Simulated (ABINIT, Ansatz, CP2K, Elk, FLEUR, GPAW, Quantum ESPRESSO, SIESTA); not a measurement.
## BN (F-43m, 2 atoms in the cell) computed with different codes at matched settings

Self-consistent single point, at a second geometry (lattice scaled by 0.98). First geometry:

```
CELL_PARAMETERS angstrom
      0.00000     1.80750     1.80750
      1.80750     0.00000     1.80750
      1.80750     1.80750     0.00000
ATOMIC_POSITIONS crystal
  B  0.00000 0.00000 0.00000
  N  0.25000 0.25000 0.25000
```

Shared settings, as Ansatz (a quantum-chemistry and plane-wave program) writes them: kpoints.mp_grid.grid = 11 11 11; scf.occupations.method = fermi_dirac; scf.occupations.width = 0.01 eV. Potentials and cutoffs stand in the table.

```
code                                                                                                                                model  ΔF from the first geometry (meV/atom)  pressure (GPa)  gap on the mesh (eV)         cutoff
----------------  -----------------------------------------------------------------------------------------------------------------------  -------------------------------------  --------------  --------------------  -------------
CP2K                                                              PBE, GPW, DZVP-MOLOPT-SR-GTH basis, GTH-PBE potentials (GTH_POTENTIALS)                                   36.2           30.20                 4.713    grid 400 Ry
Ansatz                                                                                                             PBE, default PAW files                                   33.3           27.83                 4.645        default
ABINIT                                                           PBE, norm-conserving pseudopotentials (PseudoDojo nc-sr-05 PBE standard)                                   32.5           28.46                 4.719          42 Ha
GPAW                                                                                         PBE, GPAW PAW datasets PBE (gpaw-data 1.0.1)                                   33.8               –                 4.645         950 eV
FLEUR                                                                        PBE, all-electron FLAPW (FLEUR), scalar-relativistic valence                                   42.7               –                 4.535  Kmax 4 1/bohr
Elk                                        PBE, all-electron FP-LAPW, Elk's shipped species files, APW+lo basis with extra local orbitals                                      –               –                 4.645       rgkmax 8
SIESTA            GGA PBE, numerical atomic orbitals DZP, PseudoDojo PBE standard norm-conserving potentials (rewritten from UPF to PSML)                                   37.7           31.22                 4.743    grid 300 Ry
Quantum ESPRESSO                                                          PBE, PseudoDojo standard norm-conserving (PBE) pseudopotentials                                   32.5           28.46                 4.719          85 Ry
```

For Ansatz (by 1.1 GPa) the energy change implies a higher mean pressure, against the two pressures, than for the other programs: a sign of finite-basis (Pulay) stress.

A dash marks a value that a program does not give, or that is left out as unsure.

Gaps are read on the mesh.

The spread over the programs that give each value: ΔF from the first geometry within 10.2 meV/atom; pressure within 3.39 GPa; gap on the mesh within 0.208 eV.

CP2K and SIESTA use small atom-centred bases, whose incompleteness enters pressures, forces and empty levels differently from a plane-wave cutoff. FLEUR and Elk treat all electrons, but the usual bases taken here (sphere radii, linearisation, local orbitals, empty states) were not tested for convergence, so the values are no reference for the others. Ansatz's pressure is given at a fixed set of plane waves, as the other plane-wave codes print theirs; with its correction for the finite basis it is 28.91 GPa (the shift of 1.08 GPa shows how far the cutoff is from converged). The pressure of GPAW is left out: its cutoff lies under the one at which its stress was checked. In the pressure, CP2K (by 1.75) and SIESTA (by 2.76) lie more than 1 GPa from the median of the plane-wave programs. In the gap, FLEUR (by 0.147) lies more than 0.12 eV from the median of the plane-wave programs.

The starting cell has typed, rounded lattice constants, without a prior relaxation at this level. For this run, on top of that: lattice scaled by 0.98.

Keys are those of Ansatz 0.2.
